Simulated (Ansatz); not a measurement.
Levels about the gap of amorphous Ta16O43W (60 atoms in a cell of 850 Å³, 7.35 g/cm³; zone centre alone, so wide bands show as single levels with stretches between that a denser mesh fills), at the geometry that PBE relaxed, where it gives 0.0 GPa on a denser mesh. The participation number counts the atoms over which a state spreads; weights are charges in smoothed Voronoi cells. The levels come from a single point, so bond lengths are those of that geometry. Method of the levels: r2SCAN, scalar-relativistic without spin-orbit coupling (Ansatz, a program for electronic structure). Sampling: the zone centre alone; Fermi-Dirac width 0.02 eV; no spin polarisation. At PBE the levels at the filled edge of the gap are localised (band-tail or defect states).

Preparation: random packing, a CHGNet melt and quench, and a DFT relaxation. O atoms were pushed apart under 1.9 Å during the dynamics, to hinder bonds among them. The hot cell started wider than the set density and was brought back towards it in steps. It is the lowest in DFT energy of 2 quenches. It is a model cell: composition and starting density were chosen by hand, and all elements were melted together. No dispersion term was used. Its density started from a set value of 7.37 and ended at 7.35 g/cm³. The simulated quench (nominally 240 K/ps over its main leg) is rapid and tends to freeze in more defects than a deposited or slowly cooled glass has. A cell of this size samples the disorder only roughly. The volume was free in the relaxation, at fixed shape. Stress components on the final sampling reach 1.7 GPa. On a 2×2×2 Γ-centred mesh force components of up to 0.20 eV/Å stay, since the relaxation ran on the zone centre alone.

| E - E(highest filled), eV | filling | participation number | largest on | weight O | weight Ta | weight W |
|---|---|---|---|---|---|---|
| -0.48 | filled | 22.9 | O, 2 neighbours | 0.96 | 0.03 | 0.00 |
| -0.43 | filled | 20.8 | O, 2 neighbours | 0.96 | 0.04 | 0.00 |
| -0.36 | filled | 20.1 | O, 2 neighbours | 0.95 | 0.04 | 0.00 |
| -0.30 | filled | 12.9 | O, 2 neighbours | 0.96 | 0.04 | 0.00 |
| -0.20 | filled | 12.2 | O, 3 neighbours | 0.95 | 0.04 | 0.00 |
| -0.15 | filled | 12.4 | O, 2 neighbours | 0.96 | 0.03 | 0.00 |
| 0.00 | filled | 4.9 | O, 2 neighbours | 0.95 | 0.05 | 0.00 |
| 3.16 | empty | 5.8 | W, 5 neighbours | 0.38 | 0.24 | 0.39 |
| 3.27 | empty | 8.7 | W, 5 neighbours | 0.36 | 0.34 | 0.30 |
| 3.50 | empty | 13.8 | Ta, 5 neighbours | 0.35 | 0.50 | 0.14 |
| 3.70 | empty | 20.8 | Ta, 6 neighbours | 0.35 | 0.62 | 0.03 |
| 3.76 | empty | 15.5 | Ta, 6 neighbours | 0.36 | 0.54 | 0.10 |
| 3.89 | empty | 21.1 | Ta, 5 neighbours | 0.34 | 0.62 | 0.04 |
| 3.96 | empty | 15.2 | Ta, 6 neighbours | 0.33 | 0.65 | 0.02 |

Most localised among these is the filled level at +0.00 eV, on a O atom, which has 2 neighbours (Ta 1.91 Å, Ta 2.02 Å).
